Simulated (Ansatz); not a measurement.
Consider ZnS in the zinc blende structure (space group F-43m, No. 216; a = 5.390 Å).

One thing is altered: the cell is scaled by 1.0188 in all directions, atoms relaxed at fixed cell.

Levels (all Ansatz, a quantum-chemistry and plane-wave program, PAW, earlier PAW set): r2SCAN (500 eV, no SOC); HSE06+SOC (420 eV, with spin-orbit coupling).

The geometry is relaxed with r2SCAN.

| Property | Value |
|---|---|
| r2SCAN valence-band top at Γ | 0.00, 0.00, 0.00 eV |
| r2SCAN lowest conduction level above the VBM at special points | Γ 2.44 eV; L 3.70 eV; X 3.83 eV |

Problem. What does HSE06+SOC give at this geometry for the valence-band top at Γ and lowest conduction level above the VBM at special points?

Solution. The valence-band top at Γ (three highest Kramers pairs, from the VBM) changes from 0.00, 0.00, 0.00 eV to 0.00, 0.00, -0.08 eV; the lowest conduction level above the VBM at special points becomes Γ 3.08 eV; L 4.42 eV; X 4.46 eV (r2SCAN: Γ 2.44 eV; L 3.70 eV; X 3.83 eV). The threefold valence maximum splits by Δso ≈ 0.08 eV.

Single points use the geometry relaxed with r2SCAN. The spin-orbit shifts are approximate. The levels and masses belong to the bands next to the band gap. The cells carry an imposed strain or load. Stability against distortions was not tested.
